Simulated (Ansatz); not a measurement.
**GePd (model structure, started from the CoSn type, P6/mmm, No. 191, 6 atoms in the cell)**

These are LDA (plane waves, PAW; Ansatz, a first-principles code) values and carry that method's errors.

Numerical settings: plane-wave cutoff 520 eV, 12×12×14 k mesh (along the axes of the cell as run), Fermi–Dirac smearing 0.05 eV, scalar-relativistic PAW data made under PBE.

Cell (relaxed at this level):

```
CELL_PARAMETERS angstrom
      5.45511     0.00000     0.00000
     -2.72756     4.72426     0.00000
      0.00000     0.00000     3.94644
ATOMIC_POSITIONS crystal
  Pd 0.50000 0.00000 0.00000
  Pd 0.50000 0.50000 0.00000
  Pd 0.00000 0.50000 0.00000
  Ge 0.00000 0.00000 0.00000
  Ge 0.33333 0.66667 0.50000
  Ge 0.66667 0.33333 0.50000
```

```
Quantity                 Value
---------------  -------------
band gap         zero (no gap)
bulk modulus B0        141 GPa
```

Note: the bulk modulus is −V dP/dV from two relaxed cells at ±2 % in volume; the relaxation could raise the start's symmetry but not lower it, so the cell can be a saddle point.

Spin–orbit coupling is not included.

The result took about 6 core-minutes (a rough figure).

A model structure was made by putting elements into a prototype or built by hand; it is no filed structure, need not be a known phase, and can be a saddle point held by its symmetry.
